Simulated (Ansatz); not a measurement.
The starting structures come from a database of crystals and need not be the phases stable at ambient conditions.

 Where the default PAW files enter, the runs use the earlier of Ansatz's two default sets.

The decay constant κ of evanescent states in the gap governs leakage through a thin film.

```
CELL_PARAMETERS angstrom
      7.05314     0.00000     0.00000
      0.00000     7.05314     0.00000
      3.52657    -3.52657     4.98732
ATOMIC_POSITIONS crystal
  Rb 0.75000 0.75000 0.50000
  Rb 0.25000 0.25000 0.50000
  Pt 0.00000 0.00000 0.00000
  Cl 0.23414 0.76586 0.00000
  Cl 0.76586 0.23414 0.00000
  Cl 0.23414 0.23414 0.00000
  Cl 0.76586 0.76586 0.00000
  Cl 0.23414 0.76586 0.53172
  Cl 0.76586 0.23414 0.46828
```

Space group of this cell: Fm-3m. The cell is taken as given.

Transport runs along the normal of the first two printed cell vectors, the (001) plane of the conventional cell.

No gap correction and no spin-orbit coupling; mid-gap values are interpolated between computed energies.

Task: Predict the band gap and the smallest decay constant κ at mid-gap from r2SCAN in Ansatz (an electronic-structure program).

Result: Gap 2.13 eV on a 6×6×6 mesh; κ = 0.341 1/Å, at (0.500, 0.500) of the in-plane reciprocal vectors. At the zone centre, at the nearest computed energy, the slowest state has κ = 0.37 1/Å.
